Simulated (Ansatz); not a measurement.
## What Pd → Ag does to Pd

Start from Pd in the fcc (Cu type) structure (space group Fm-3m, No. 225; a = 3.9084 Å).

The change: every Pd is replaced by Ag, then cell and atoms are relaxed.

Level of theory: DFT with r2SCAN, PAW potentials and a 500 eV plane-wave cutoff in Ansatz (a quantum-chemistry and plane-wave program), no spin-orbit coupling. Settings: 19×19×19 k-points, 0.05 eV Fermi–Dirac smearing, for the changed cell.

```yaml
volume_per_atom: 17.30 Å³ (base 14.93 Å³)
density: 10.36 g/cm³ (base 11.84 g/cm³)
space_group: Fm-3m (No. 225) (base Fm-3m (No. 225))
shortest_interatomic_distance: 2.903 Å (base 2.764 Å)
band_gap: zero (base zero)
```

Final structure:

```
CELL_PARAMETERS angstrom
      0.00000     2.05259     2.05259
      2.05259     0.00000     2.05259
      2.05259     2.05259     0.00000
ATOMIC_POSITIONS crystal
  Ag 0.00000 0.00000 0.00000
```

Cost of the whole job for the changed cell (relaxation, final SCF and bands): very roughly 30 core-seconds.

Whether these cells are dynamically stable was not tested. All final runs are without spin polarisation. Pd has a high density of states at the Fermi level and may be magnetic at this level.
